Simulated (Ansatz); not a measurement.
Consider BP in the zinc blende structure (space group F-43m, No. 216).

```cif
data_B4P4
_chemical_formula_sum 'P4 B4'
_space_group_name_H-M_alt 'F-43m'
_space_group_IT_number 216
_space_group_name_Hall 'F -4 2 3'
_cell_length_a 4.53657
_cell_length_b 4.53657
_cell_length_c 4.53657
_cell_angle_alpha 90.000
_cell_angle_beta 90.000
_cell_angle_gamma 90.000
loop_
_atom_site_label
_atom_site_type_symbol
_atom_site_symmetry_multiplicity
_atom_site_Wyckoff_symbol
_atom_site_fract_x
_atom_site_fract_y
_atom_site_fract_z
_atom_site_occupancy
P1 P 4 c 0.25000 0.25000 0.25000 1
B1 B 4 a 0.00000 0.00000 0.00000 1
```
(The calculation used a cell of 2 atoms; values per cell refer to that cell.)

Level of theory: r2SCAN, PAW, 500 eV (Ansatz, an electronic-structure program; scalar-relativistic without spin-orbit coupling).

One change was made to it. Results:

```json
[
 {"quantity": "band gap", "base": "1.41 eV", "after": "1.28 eV"},
 {"quantity": "volume per atom", "base": "11.67 Å³", "after": "10.67 Å³"},
 {"quantity": "hole mass (degenerate bands, along [100])", "base": "0.24, 0.24, 0.32 mₑ (at Γ)", "after": "0.23, 0.23, 0.36 mₑ (at Γ)"},
 {"quantity": "smallest direct gap", "base": "3.60 eV", "after": "3.76 eV"}
]
```

Q: What was done to the base?
A) pressure 4.2 GPa
B) pressure 9 GPa
C) pressure 18 GPa
D) pressure 60 GPa

A: C, pressure 18 GPa. For comparison, the band gap in the other runs: pressure 60 GPa gives 1.00 eV; pressure 4.2 GPa gives 1.38 eV; pressure 9 GPa gives 1.34 eV.

Load acts through the strain it causes; cell and atoms are relaxed under it. Effective masses come from finite differences of ±0.01 Å⁻¹. Stability against distortions was not tested. Competing high-pressure phases were not computed.
